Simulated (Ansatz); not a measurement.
# Ru in the simple cubic structure (space group Pm-3m, No. 221; a hypothetical phase, not in the database extracts checked)

Space group Pm-3m (No. 221); a = b = c = 2.4802 Å, α = β = γ = 90.00°

```
atom  site  symmetry       x       y       z
----  ----  --------  ------  ------  ------
Ru      1a      m-3m  0.0000  0.0000  0.0000
```

Method: PBEsol (Ansatz, an electronic-structure program; PAW; 420 eV plane waves; no spin-orbit coupling). k-mesh 19×19×19 (Γ-centred); smearing 0.05 eV (Fermi–Dirac).

| Quantity | Result |
|---|---|
| Volume per atom | 15.26 Å³ |
| Density | 11.00 g/cm³ |
| Band gap | zero |
| Total energy | -5815.279 eV/atom (σ→0; compares only within this code and set-up) |

Whether these cells are dynamically stable was not tested. The final runs are not spin-polarised.
